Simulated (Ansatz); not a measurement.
**Mg vacancy + 1 H (rock-salt MgO host)**

The numbers are results of PBE, PAW (plane waves to 420 eV; Ansatz, a program for electronic structure), not measurements. Cell: 64 sites, 2×2×2; final energies on a 2×2×2 shifted mesh. Sites at the start: the Mg site; 1 H on the vacancy's neighbours. Charged cells carry a point-charge image correction with potential alignment at far atoms. Dielectric constants: PBE linear response of the host. Host gap at this level: 4.46 eV. These values are not converged in cell size to better than tenths of an eV. Levels are measured in PBE's own, too narrow, gap. Spin–orbit coupling is left out. Each state is the lowest found from its start.

Formation energies E_f are given with the Fermi level at the valence-band maximum. Chemical conditions: Mg-rich (Δμ(Mg) = 0.00 eV, Δμ(H) = -0.27 eV, bounded by MgH2 (P4_2/mnm); only phases computed here count, gases as isolated molecules at 0 K); O-rich (Δμ(Mg) = -5.37 eV, Δμ(H) = -1.25 eV, bounded by H2O molecule; only phases computed here count, gases as isolated molecules at 0 K). Reference phases: H: H2 molecule in a box, Mg: hcp Mg.

```
charge         moment (μB)  point group  largest move off a lattice site (Å)  image correction with alignment (eV)  E_f, Mg-rich (eV)  E_f, O-rich (eV)
------  ------------------  -----------  -----------------------------------  ------------------------------------  -----------------  ----------------
+1†     not spin-polarised            –                                 0.11                                 -0.17                  –                 –
0†                     1.0            –                                 0.11                                  0.00               6.07              1.68
−1      not spin-polarised          C4v                                 0.12                                  0.43               6.28              1.90
```

† Not settled in this cell, so no level is given: charge +1: a level filled in part, carriers not clearly localised, level within 0.1 eV of a band edge or past it; charge 0: a level filled in part, carriers not clearly localised.

Point groups are those of the whole cell at tolerances of 0.03 and 0.1 Å ("near" where only the looser one holds); none is given for unsettled states.

Flagged in the runs: a strain field that reaches the edge of the cell.
